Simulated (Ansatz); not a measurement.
We consider In2Se3 (model structure, started from the Nb2Se3 type, P3m1, No. 156, 5 atoms in the cell), described by r²SCAN (Ansatz, a quantum-chemistry and plane-wave program, plane waves, PAW).

Numerical settings: plane-wave cutoff 560 eV, 18×18×6 k mesh (along the axes of the cell as run), Fermi–Dirac smearing 0.05 eV, scalar-relativistic PAW data made under PBE.

Cell (relaxed with PBE-D3(BJ)):

```cif
data_In2Se3
_chemical_formula_sum 'In2 Se3'
_space_group_name_H-M_alt 'P 1'
_space_group_IT_number 1
_cell_length_a 3.92680
_cell_length_b 3.92680
_cell_length_c 9.39417
_cell_angle_alpha 90.000
_cell_angle_beta 90.000
_cell_angle_gamma 120.000
loop_
_space_group_symop_operation_xyz
  'x, y, z'
loop_
_atom_site_label
_atom_site_type_symbol
_atom_site_fract_x
_atom_site_fract_y
_atom_site_fract_z
_atom_site_occupancy
In1 In 0.00000 0.00000 0.41936 1
In2 In 0.00000 0.00000 0.83259 1
Se1 Se 0.66667 0.33333 0.61575 1
Se2 Se 0.33333 0.66667 0.27036 1
Se3 Se 0.66667 0.33333 0.98693 1
```

Task: Estimate the band gap, smallest direct gap on the k points sampled and Γ–Γ gap that the calculation returns.

Result: 
- band gap = 0.01 eV (under three smearing widths, so not firm)
- smallest direct gap on the k points sampled = 0.16 eV
- Γ–Γ gap = 0.76 eV

Note: the relaxation could raise the start's symmetry but not lower it, so the cell can be a saddle point; cell and atoms aren't relaxed at this level (largest force component 0.38 eV/Å, pressure 0.5 GPa).

Spin–orbit coupling is not included; it can close the smallest gap of 0.01 eV.

Static lattice: no zero-point or thermal effects.

A model structure was made by putting elements into a prototype or built by hand; it is no filed structure, need not be a known phase, and can be a saddle point held by its symmetry.
